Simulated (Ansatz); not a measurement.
Start from Ir in the fcc (Cu type) structure (space group Fm-3m, No. 225; a = 3.8305 Å). Axes: x, y, z lie along the cube axes.

Calculations: PBEsol (Ansatz, a quantum-chemistry and plane-wave program, PAW, without spin-orbit coupling).

Before the change:

* **Pressure**: 0.0 GPa

Modification: the cell is stretched by 3.91 % along x with no lateral relaxation, atoms relaxed at fixed cell.

**Question.** What happens to the energy relative to the base and pressure?

**Answer.** The energy increases by 40 meV/atom; the pressure (mean of the normal stresses, compression positive) goes from zero to -13.1 GPa.

Without a gap, meshes like the base's 21×21×21 leave anisotropic stresses uncertain by several tenths of a GPa, and small strain energies with them. The cells carry an imposed strain or load. No phonon test of stability was made. All final runs are without spin polarisation.
